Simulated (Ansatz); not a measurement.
The parent structure is Sr₃AsN in the anti-perovskite structure (space group Pm-3m, No. 221; a cell from a computed database, its experimental status unchecked).

```cif
data_AsNSr3
_chemical_formula_sum 'Sr3 As1 N1'
_space_group_name_H-M_alt 'Pm-3m'
_space_group_IT_number 221
_space_group_name_Hall '-P 4 2 3'
_cell_length_a 5.04128
_cell_length_b 5.04128
_cell_length_c 5.04128
_cell_angle_alpha 90.000
_cell_angle_beta 90.000
_cell_angle_gamma 90.000
loop_
_atom_site_label
_atom_site_type_symbol
_atom_site_symmetry_multiplicity
_atom_site_Wyckoff_symbol
_atom_site_fract_x
_atom_site_fract_y
_atom_site_fract_z
_atom_site_occupancy
Sr1 Sr 3 c 0.00000 0.50000 0.50000 1
As1 As 1 a 0.00000 0.00000 0.00000 1
N1 N 1 b 0.50000 0.50000 0.50000 1
```

Levels (all Ansatz, a first-principles code, PAW): PBEsol (420 eV, scalar-relativistic without spin-orbit coupling); HSE06 (420 eV, spin-orbit coupling left out).

Its gap is 0.38 eV with PBEsol and 1.20 eV with HSE06.

Modification: a hydrostatic pressure of 1.5 GPa.

With PBEsol the gap becomes 0.31 eV.

Q: If the HSE06 correction stayed the same, what would the HSE06 gap be, and what does the HSE06 run give?

A: A rigid correction of +0.82 eV gives 1.13 eV. The HSE06 run gives 1.15 eV, so the two effects roughly add.

Single points use the geometry relaxed with PBEsol. Load acts through the strain it causes; cell and atoms are relaxed under it. No phonon test of stability was made.
